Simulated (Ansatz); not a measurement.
O on the 1x1 (0001) surface of hcp Ti, one in a 1x1 cell, energies for each (7.5 Å²). Energies are against ½ O2(g), without zero-point or thermal terms; each row is named by its start.

Computed with PBE (plane waves to 420 eV, PAW; Ansatz, a first-principles code).

Model: 5-atom slab, 6.8 Å thick at the start under the adsorbate (thin: gaps and levels are the slab's own), 12x12x1 mesh, Fermi-Dirac 0.1 eV, dipole correction, 2 atoms held, the rest relaxed; each run with such symmetry as its start has; spin where the adsorbate may keep a moment, no spin-orbit, no U, no dispersion correction.

A negative adsorption energy means that the adsorbate is more stable on the surface than in its reference. Heights count from the host atoms within 0.3 Å of the top one.

| starting site | E_ads (eV) | height (Å) | nearest host atom (Å) | bonded to | Δ work function (eV) | lateral drift (Å) | moment (μB) |
|---|---|---|---|---|---|---|---|
| top Ti | -2.58 | 1.60 | Ti 1.60 | Ti | 4.31 | 0.0 | 0.0 |
| hollow Ti-Ti-Ti | -5.28 | 0.87 | Ti 1.91 | 3 Ti | 0.68 | 0.0 | – |
| hollow Ti-Ti-Ti over Ti at depth 2.2 Å | -5.16 | 0.86 | Ti 1.90 | 3 Ti | 0.44 | 0.0 | – |
| bridge Ti-Ti (span 2.9 Å) | -5.28 | 0.87 | Ti 1.91 | 3 Ti | 0.68 | 0.8 | – |
